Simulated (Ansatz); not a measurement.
Band structure of InOF2 (C2, 4 atoms in the cell).

```
CELL_PARAMETERS angstrom
      3.19973    -2.64033     0.00000
      3.19973     2.64033     0.00000
     -0.56157     0.00000     3.97874
ATOMIC_POSITIONS crystal
  In 0.99417 0.00583 0.00000
  O  0.14724 0.85276 0.50000
  F  0.49040 0.12282 0.12423
  F  0.87718 0.50960 0.87577
```

Method of the run: PBEsol, PAW files made with PBE (plane waves; Ansatz, a quantum-chemistry and plane-wave program).

Settings: kpoints.mp_grid.grid = 4 4 4; hamiltonian.xc = pbesol; hamiltonian.pseudopotentials = {kind: paw} (an earlier, softer set of the program's PAW files); scf.occupations.method = fermi_dirac; scf.occupations.width = 0.02 eV; kpoints.band_path.npoints = 8.

The starting cell comes from a database of computed structures (which also holds hypothetical and non-ambient phases and stackings), without a prior relaxation at this level. Its lattice was rescaled by a random factor within 2.5 % of one.

Levels in eV from the Fermi level, bands 13 to 20:
| point | 13 | 14 | 15 | 16 | 17 | 18 | 19 | 20 |
|---|---|---|---|---|---|---|---|---|
| Γ | -1.64 | -1.40 | -0.69 | -0.27 | -0.08 | 2.74 | 10.10 | 10.74 |
| Y | -1.69 | -1.20 | -0.84 | -0.11 | 0.01 | 6.89 | 9.32 | 9.73 |
| F | -1.69 | -1.35 | -0.86 | -0.16 | -0.03 | 6.08 | 9.27 | 9.76 |
| L | -1.69 | -1.24 | -0.70 | -0.22 | 0.10 | 7.28 | 9.37 | 9.71 |
| I | -1.61 | -1.20 | -0.74 | -0.31 | 0.09 | 6.93 | 9.46 | 9.96 |

Bands cross the Fermi level along this path, so the cell is metallic at this level.

Keys are those of Ansatz 0.2.
